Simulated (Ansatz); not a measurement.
## Pressure series in CdTe

Start from CdTe in the zinc blende structure (space group F-43m, No. 216; a = 6.5578 Å).

Cell and atoms are relaxed at each pressure.

Method: Kohn–Sham DFT with the r2SCAN functional, run in Ansatz (a quantum-chemistry and plane-wave program) with PAW and 500 eV plane waves, without spin-orbit coupling.

| P (GPa) | V (Å³/atom) |
|---|---|
| -2.00 | 37.306 |
| -1.01 | 36.202 |
| 0.90 | 34.508 |
| 2.09 | 33.644 |
| 4.49 | 32.208 |
| 8.99 | 30.176 |
| 14.99 | 28.232 |
| 22.49 | 26.466 |
| 29.99 | 25.126 |

Problem. Fit a third-order Birch–Murnaghan equation of state.

Solution. Least squares on P(V) = (3B₀/2)[(V₀/V)^(7/3) − (V₀/V)^(5/3)]·[1 + (3/4)(B₀′ − 4)((V₀/V)^(2/3) − 1)] gives V₀ = 35.25 Å³/atom, B₀ = 40 GPa and B₀′ = 4.6.

Measured bulk modulus of CdTe: 43.7 GPa (room temperature; as listed in Elmahjoubi et al., arXiv (2023)); the computed value is for a static lattice, so the two differ by thermal effects too.

Between the base and pressure 4.5 GPa the gap moves from 1.17 eV to 1.46 eV, a mean slope of 65 meV/GPa.

With Te present, leaving out spin-orbit coupling can change the band edges. Load acts through the strain it causes; cell and atoms are relaxed under it. Whether these cells are dynamically stable was not tested. Measured, CdTe leaves this structure (for cinnabar) near 3.53 GPa (temperature not stated; as listed in Datta, Sujoy, Jana, Debnarayan, arXiv (2020)), on rising pressure, with hysteresis.
